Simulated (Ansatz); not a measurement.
**Pt: pressure series**

The parent structure is Pt in the fcc (Cu type) structure (space group Fm-3m, No. 225; a = 3.918 Å).

Cell and atoms are relaxed at each pressure.

Method: Ansatz (a first-principles code), PBEsol, PAW, cutoff 420 eV, scalar-relativistic without spin-orbit coupling, earlier PAW set.

Notes on the quantities. enthalpy: H = E + PV relative to the base's energy.

| variant | enthalpy | shortest interatomic distance |
|---|---|---|
| base | – | 277.1 pm |
| pressure −2 GPa | -0.19 eV/atom | 277.7 pm |
| pressure −1 GPa | -0.09 eV/atom | 277.4 pm |
| pressure 3 GPa | +0.28 eV/atom | 276.1 pm |
| pressure 7 GPa | +0.65 eV/atom | 274.9 pm |
| pressure 15 GPa | +1.37 eV/atom | 272.8 pm |
| pressure 30 GPa | +2.69 eV/atom | 269.4 pm |
| pressure 50 GPa | +4.38 eV/atom | 265.8 pm |
| pressure 75 GPa | +6.41 eV/atom | 262.0 pm |
| pressure 100 GPa | +8.36 eV/atom | 258.9 pm |

Load acts through the strain it causes; cell and atoms are relaxed under it. No phonon test of stability was made. Competing high-pressure phases were not computed. All final runs are without spin polarisation.
